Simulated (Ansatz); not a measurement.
**Ti3AlN: biaxial strain +0.72 %, plane normal [001], relaxed out of plane**

The parent structure is Ti$_{3}$AlN in the anti-perovskite structure (space group Pm-3m, No. 221; a = 4.086 Å; a cell from a computed database, its experimental status unchecked). Axes: x, y, z lie along the cube axes.

One thing is altered: biaxial strain +0.72 %, plane normal [001], relaxed out of plane (Cartesian); in-plane vectors clamped, the third vector and the atoms free.

All numbers come from PBEsol (Ansatz, an electronic-structure program; PAW; 420 eV plane waves; no spin-orbit coupling). k-mesh 11×11×11 (Γ-centred); smearing 0.05 eV (Fermi–Dirac).

```json
[
 {"quantity": "volume per atom", "base": "13.64 Å³", "changed": "13.72 Å³", "shift": "+0.073 Å³"},
 {"quantity": "space group", "base": "Pm-3m (No. 221)", "changed": "P4/mmm (No. 123)", "shift": "–"},
 {"quantity": "shortest interatomic distance", "base": "2.043 Å", "changed": "2.025 Å", "shift": "-0.018 Å"},
 {"quantity": "energy relative to the base (free energy F)", "base": "0 meV/atom", "changed": "+0.8 meV/atom", "shift": "+0.8 meV/atom"},
 {"quantity": "band gap", "base": "zero", "changed": "zero", "shift": "–"},
 {"quantity": "out-of-plane strain (rough)", "base": "–", "changed": "-0.90 %", "shift": "–"},
 {"quantity": "mean in-plane stress (compression positive) (rough)", "base": "–", "changed": "-1.3 GPa", "shift": "–"}
]
```

Final structure (turned so that z lies along the plane normal):

```
CELL_PARAMETERS angstrom
      4.11547     0.00000     0.00000
      0.00000     4.11547     0.00000
      0.00000     0.00000     4.04941
ATOMIC_POSITIONS crystal
  Ti 0.50000 0.00000 0.50000
  Ti 0.00000 0.50000 0.50000
  Ti 0.50000 0.50000 0.00000
  Al 0.00000 0.00000 0.00000
  N  0.50000 0.50000 0.50000
```

Without a gap, meshes like the base's 11×11×11 leave anisotropic stresses uncertain by several tenths of a GPa, and small strain energies with them. Whether these cells are dynamically stable was not tested. The final runs are not spin-polarised.
